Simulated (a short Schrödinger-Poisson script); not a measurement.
Stack: MOS inversion layer, SiO2 on p-type GaN, at 300 K.

```tsv
layer	material	thickness (nm)	Na (cm⁻³)
1	SiO2	1.6	-
2	GaN	1100	3e17
```

Constants are typed, rounded textbook-type inputs, not results; the design itself was drawn at random and stands for no fabricated device. SiO2: permittivity 3.9, conduction-band edge (eV) 3.2, gap (eV) 9, electron mass (mₑ) 0.5. GaN: permittivity 9.5, conduction-band edge (eV) 0, gap (eV) 3.43, Nv at 300 K (cm⁻³) 4.6e19.

Channel valleys (confinement mass, in-plane density-of-states mass, number): Γ 0.2, 0.2, 1. At the gate the conduction-band edge of layer 1 lies 3.54 eV − eVg above the Fermi level of the channel; the field vanishes at the back. Gaps are held at their typed values at every temperature. Mesh 0.03 nm at interfaces.

From a short Schrödinger-Poisson script (our own, NumPy): 1D Poisson equation in equilibrium, electrons classical, Fermi-Dirac, parabolic valleys, classical holes, full ionisation, no traps, pinning or gate leakage.

The same stack at other levels of the model or other numerical settings:

| run | sheet density of all electrons at Vg = 1.25 V (cm⁻²) | sheet density of all electrons at Vg = 0.65 V (cm⁻²) | capacitance at Vg = 1.25 V (μF/cm²) | centroid of the channel electrons at Vg = 1.25 V (nm) | rough cost against the base |
|---|---|---|---|---|---|
| base | 5.38e12 | 3.18e11 | 1.54 | 0.85 | about 1 |
| electrons treated as classical, Boltzmann | 7.19e12 | 4.05e11 | 2.00 | 0.30 | 0.2 |
| electrons treated as quantum, Hartree | 3.96e12 | 9.47e9 | 1.39 | 2.01 | 3 |
| electrons treated as quantum, Hartree plus LDA exchange-correlation | 4.32e12 | 1.20e10 | 1.44 | 1.96 | 5 |
| mesh six times as coarse | 5.27e12 | 2.93e11 | 1.51 | 0.92 | 0.3 |

The classical rows ignore confinement, and Boltzmann statistics overrate the density once the band edge passes the Fermi level.

In real p-type GaN the Mg acceptor is only partly ionised, and so wide a gap doesn't supply an inversion layer without source and drain.
